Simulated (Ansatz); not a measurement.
Amorphous Al$_{28}$O$_{44}$Ge, 73 atoms at 3.15 g/cm³, one PBE-relaxed geometry, zone centre. Methods: PBE, scalar-relativistic without spin-orbit coupling (Ansatz, a quantum-chemistry and plane-wave program); r2SCAN, scalar-relativistic without spin-orbit coupling (Ansatz); HSE06, scalar-relativistic without spin-orbit coupling (Ansatz). Plane waves to 420 eV (r2SCAN 500 eV); exact exchange is cut at the cell's faces. At PBE the levels at the filled edge of the gap are localised (band-tail or defect states), and the nearest spread-out levels lie 3.9 eV apart at the zone centre. All rungs ran without spin polarisation.

It comes from a melt-quench run on a machine-learned potential (CHGNet), relaxed afterwards by DFT. O atoms were pushed apart under 1.9 Å during the dynamics, to hinder bonds among them. The hot cell started wider than the set density and was brought back towards it in steps. It is the lowest in DFT energy of 2 quenches. It is a model cell: composition and starting density were chosen by hand, and all elements were melted together. No dispersion term was used. Its density started from a set value of 3.15 and ended at 3.15 g/cm³. Cooling (nominally 410 K/ps over its main leg) ran many orders faster than in experiment, which tends to leave more defects and strain. Values belong to this one cell and scatter from quench to quench. The volume was held where the preparation left it and the shape relaxed, at a PBE pressure of 0.0 GPa.

The relaxation ran on the zone centre alone. At PBE the level gap is 3.32 eV on a 2×2×2 Γ-centred mesh, and the spacing at the zone centre alone 3.32 eV.

Question: What zone-centre spacing does r2SCAN give, roughly?

Answer: 3.97 eV (+0.65 eV against PBE).

Question: What zone-centre spacing does HSE06 give, roughly?

Answer: 5.05 eV (+1.73 eV against PBE).

The highest filled and the lowest empty state spread over these numbers of atoms (participation numbers): PBE: 2.5 and 61.1; r2SCAN: 2.5 and 59.3; HSE06: 2.7 and 59.7.
